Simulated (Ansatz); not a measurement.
Total g(r) from a molecular-dynamics run [in the run: under uneven stress (diagonal components 1.5 GPa apart); Γ point only, which a denser mesh shifts by 0.0 GPa in pressure and 0.02 eV/Å in forces]. Level of theory: PBE (plane waves, PAW; Ansatz, a first-principles code).

```
r (Å) | g(r)
     1.02 |  0.00
     1.14 |  0.00
     1.26 |  0.00
     1.38 |  0.00
     1.50 |  0.00
     1.62 | # 0.08
     1.74 | ############### 0.97
     1.86 | ############################## 1.89
     1.98 | ############################ 1.79
     2.10 | #################### 1.25
     2.22 | ############ 0.78
     2.34 | ######## 0.49
     2.46 | ######### 0.54
     2.58 | ############## 0.88
     2.70 | ################### 1.22
     2.82 | ###################### 1.40
     2.94 | ###################### 1.38
     3.06 | #################### 1.23
     3.18 | ############### 0.92
     3.30 | ############# 0.79
     3.42 | ############# 0.83
     3.54 | ################ 1.01
     3.66 | ################# 1.08
     3.78 | ################ 1.03
     3.90 | ############### 0.96
     4.02 | ############## 0.88
     4.14 | ############# 0.82
     4.26 | ############# 0.82
     4.38 | ############## 0.90
     4.50 | ################# 1.06
     4.62 | ################### 1.18
```

Which system gave this curve?
(A) LiCl (rock salt), crystal, 641 K
(B) TiO2 (rutile type), crystal, 1739 K
(C) MgO (rock salt), crystal, 1512 K
(D) BN (zinc blende), crystal, 299 K, 6.8 GPa

B, TiO2 (rutile type), crystal, 1739 K
